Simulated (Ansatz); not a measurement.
Ansatz (a program for electronic structure) run on Sr₃Cd (P6_3/mmc, 8 atoms in the cell): self-consistent single point

Computed with LDA (PW92), default PAW files made with PBE (plane waves; Ansatz).

Input as run:

Ansatz 0.2 input:
```yaml
crystal:
  lattice:
    - [7.948336, 0.000000, 0.000000]
    - [-3.974168, 6.883461, 0.000000]
    - [0.000000, 0.000000, 6.375181]
  atoms:
    - { symbol: Sr, position: [0.839200, 0.678400, 0.250000] }
    - { symbol: Sr, position: [0.160800, 0.839200, 0.750000] }
    - { symbol: Sr, position: [0.321600, 0.160800, 0.250000] }
    - { symbol: Sr, position: [0.160800, 0.321600, 0.750000] }
    - { symbol: Sr, position: [0.839200, 0.160800, 0.250000] }
    - { symbol: Sr, position: [0.678400, 0.839200, 0.750000] }
    - { symbol: Cd, position: [0.333333, 0.666667, 0.250000] }
    - { symbol: Cd, position: [0.666667, 0.333333, 0.750000] }
basis:
  ecutwfc: 420.0 eV
kpoints:
  mp_grid:
    grid: [4, 4, 4]
hamiltonian:
  xc: lda
  pseudopotentials:
    kind: paw
scf:
  occupations:
    method: cold
    width: 0.136 eV
output:
  forces: true
  eigenvalues: true
  stress: true
```

Output (repeated stretches shortened):

```
WARN the atoms were moved onto the symmetric positions of the space group found under crystal.symmetry.tolerance 1.0e-5 (fractional …
WARN ansatz: RAYON_NUM_THREADS=1 ignored (pool sized by the plan → 1); use --threads N
Pseudopotentials: kind: paw
Pseudopotential: Sr, paw, valence charge 10
Pseudopotential: Cd, paw, valence charge 20
Crystal: 8 atoms, lattice volume = 348.799 Å³
Basis set: ecut = 420 eV, 6807 PW (Γ)
Bands: 60, of which v1, the nominal top of the filled ones, is band 50 counted from 1 (49 counted from 0)
Symmetry: 24 space group operations
Space group: P63/mmc (ITA 194), of the structure as read, at distance tolerance 7.0e-5 Å
k-points: 12 of 64
PAW frozen core: Sr, regenerated for the run's functional, and the local potential with it
PAW frozen core: Cd, regenerated for the run's functional, and the local potential with it
Initial density: superposition of atomic densities (neutral atoms: chi_scale 0, normalization atom), corrected by the library's trained network
Initial wavefunctions: pseudopotential atomic-orbital guess
Eigensolver: davidson
Functional: x = slater, c = lda
SCF iter   1: F=—  HF=-36901.494215 eV  |F-HF|=—  |Δ(HF+E_count)|=         —  Δρ=4.89e-3  dr2=1.04e-1  ethr=1.77e-3  ⟨swp⟩=12.2  Hψ=3396  notcnv=0
all-band conjugate gradients solve this SCF's bands
preconditioner: auto → Kerker (q_TF=auto, 2.215 Å⁻¹)
SCF iter   2: F=—  HF=-36901.486873 eV  |F-HF|=—  |Δ(HF+E_count)|=   7.34e-3  S|Δr|=    0.00e0  Δρ=2.26e-3  dr2=3.96e-2  ethr=1.04e-4  ⟨swp⟩=2.1  Hψ=1013  notcnv=0  defer=4
SCF iter   3: F=—  HF=-36901.482754 eV  |F-HF|=—  |Δ(HF+E_count)|=   4.12e-3  S|Δr|=    0.00e0  Δρ=6.19e-4  dr2=2.93e-3  ethr=3.96e-5  ⟨swp⟩=1.9  Hψ=749  notcnv=0  defer=4
SCF iter   4: F=—  HF=-36901.482837 eV  |F-HF|=—  |Δ(HF+E_count)|=   8.27e-5  S|Δr|=    0.00e0  Δρ=2.32e-4  dr2=2.66e-4  ethr=2.93e-6  ⟨swp⟩=3.0  Hψ=1206  notcnv=0  defer=4
SCF iter   5: F=—  HF=-36901.482837 eV  |F-HF|=—  |Δ(HF+E_count)|=   7.50e-8  S|Δr|=    0.00e0  Δρ=9.98e-5  dr2=6.12e-5  ethr=2.66e-7  ⟨swp⟩=2.3  Hψ=1247  notcnv=0  defer=4
SCF iter   6: F=—  HF=-36901.483042 eV  |F-HF|=—  |Δ(HF+E_count)|=   2.05e-4  S|Δr|=    0.00e0  Δρ=1.62e-5  dr2=2.76e-6  ethr=6.12e-8  ⟨swp⟩=2.2  Hψ=1025  notcnv=0  defer=4
SCF iter   7: F=—  HF=-36901.483042 eV  |F-HF|=—  |Δ(HF+E_count)|=   5.82e-7  S|Δr|=    0.00e0  Δρ=4.40e-6  dr2=1.13e-7  ethr=2.76e-9  ⟨swp⟩=2.5  Hψ=1097  notcnv=0  defer=4
SCF iter   8: F=-36901.483042 eV  HF=-36901.483042 eV  |F-HF|=2.98e-9  |Δ(HF+E_count)|=   9.20e-9  S|Δr|=    0.00e0  Δρ=1.44e-6  dr2=1.17e-8  ethr=1.00e-10  ⟨swp⟩=12.8  Hψ=3273  notcnv=0
SCF 1 converged in 8 iterations: F = -36901.483042 eV  dr2 = 1.17e-8
SCF converged after 8 iterations
Stability not checked (fill_not_monotonic)
Free energy (F): -36901.483042 eV
Harris-Foulkes:  -36901.483042 eV  (|F-HF|=2.98e-9)
Internal energy: -36901.479689 eV  (E = F + TS)
E sigma→0 (E₀):  -36901.481924 eV
Entropy (-TS):   -0.003352 eV (-0.419 meV/atom)
Fermi energy:    6.303720 eV
--- Per-component energies (eV) ---
  E_band       = -1827.402433
  E_kinetic    = 2463.345649
  E_local      = -13146.817296  (includes V_loc(G=0)·N_el)
  E_nonlocal   = 1319.619907
  E_hartree    = 5136.973938
  E_xc         = -1367.423209
  E_vxc        = -1396.506275  (∫ρ·V_xc dr)
  E_paw        = -23475.863300  (= ΣΔE_a)
  E_vpaw       = -1340.993981  (= ΣTr[D̂ρ^β])
  E_aug_tail   = 0.000011  (compensation charges beyond the density's cutoff)
  E_ewald      = -7834.613340
  E_core_change = 3.297950  (= ΣΔE_core)
  E_smearing   = -0.003352  (= −TS)
  E_closure    = 0.000000  (closes the sum)
  Σ components = -36901.483042   (vs F -36901.483042, Δ=0.00e0)
--- Forces (eV/Å), atoms counted from 1 ---
  atom   1  Sr    -0.00000000    -0.62196549     0.00000000
  atom   2  Sr     0.53863791    -0.31098274    -0.00000000
  atom   3  Sr     0.53863791     0.31098274    -0.00000000
  atom   4  Sr     0.00000000     0.62196549     0.00000000
  atom   5  Sr    -0.53863791     0.31098274     0.00000000
  atom   6  Sr    -0.53863791    -0.31098274     0.00000000
  atom   7  Cd     0.00000000    -0.00000000    -0.00000000
  atom   8  Cd     0.00000000     0.00000000     0.00000000
  max |Σ_I F_I| component: 3.54e-16 eV/Å
--- Stress (GPa, compression-positive) ---
       -2.324325       0.000000       0.000000
        0.000000      -2.324325       0.000000
        0.000000       0.000000      -1.534890
  P = ⅓ Tr σ = -2.0612 GPa (-20.612 kbar)
  The stress holds the Pulay correction. Without it, at fixed plane waves, as pw.x and ABINIT print it: P = -2.0660 GPa
--- Band table (eV; the first three rows and the last of 12) ---
  k-point 0: bands = ["-95.9951", "-95.9951", "-57.1190", "-57.1190", "-57.1190", "-57.1190", "-57.1182", "-57.1182", "-29.9984", "-29.9692", "-29.9692", "-29.9645", "-29.9526", "-29.9526", "-12.2040", "-12.2008", "-12.1201", "-12.0906", "-12.0906", [...]
  k-point 1: bands = ["-95.9951", "-95.9951", "-57.1190", "-57.1190", "-57.1190", "-57.1190", "-57.1182", "-57.1182", "-29.9934", "-29.9695", "-29.9668", "-29.9668", "-29.9551", "-29.9551", "-12.2002", "-12.1931", "-12.1466", "-12.1466", "-12.1027", [...]
  k-point 2: bands = ["-95.9951", "-95.9951", "-57.1190", "-57.1190", "-57.1190", "-57.1190", "-57.1182", "-57.1182", "-29.9815", "-29.9815", "-29.9609", "-29.9609", "-29.9609", "-29.9609", "-12.1929", "-12.1929", "-12.1496", "-12.1496", "-12.1496", [...]
  k-point 11: bands = ["-95.9951", "-95.9951", "-57.1190", "-57.1190", "-57.1190", "-57.1190", "-57.1182", "-57.1182", "-29.9766", "-29.9766", "-29.9659", "-29.9659", "-29.9609", "-29.9609", "-12.1442", "-12.1442", "-12.1426", "-12.1426", [...]
```

The run converged in 8 iterations.

The starting cell was generated: these elements placed on a structure prototype, without a prior relaxation; it need not be a known phase or ordering of this composition. Ansatz's pressure includes its estimate of the finite-basis (Pulay) stress.
